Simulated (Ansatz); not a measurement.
The parent structure is Be$_{3}$N$_{2}$ (space group R3m, No. 160; a cell from a computed database, its experimental status unchecked).

```
Be3N2
1.0
    1.41753     0.81841     4.85241
   -1.41753     0.81841     4.85241
    0.00000    -1.63683     4.85241
Be N
3 2
Direct
  0.14108   0.14108   0.14108
  0.68236   0.68236   0.68236
  0.91111   0.91111   0.91111
  0.79582   0.79582   0.79582
  0.29154   0.29154   0.29154
```

Cartesian axes are those of the cell as printed.

Modification: compressive biaxial strain of 3.01 % in the plane normal to [001], as in epitaxy on a mismatched substrate; the out-of-plane cell vector and the atoms relax.

Levels (all Ansatz, an electronic-structure program, PAW): PBEsol (420 eV, without spin-orbit coupling); r2SCAN (500 eV, spin-orbit coupling left out).

The geometry is relaxed with PBEsol.

| Item | Value |
|---|---|
| PBEsol gap character | indirect, Γ → F |
| PBEsol band gap | 2.52 eV |
| PBEsol pressure | 13.14 GPa |

### Question
What does r2SCAN give at this geometry for the gap character, band gap and pressure?

### Answer
The gap character is still indirect, Γ → F; the band gap rises by 0.77 eV to 3.29 eV; the pressure increases by 0.72 GPa, from 13.14 GPa to 13.86 GPa.

Single points use the geometry relaxed with PBEsol. Their cutoffs differ, which shifts pressures a little. No phonon test of stability was made.
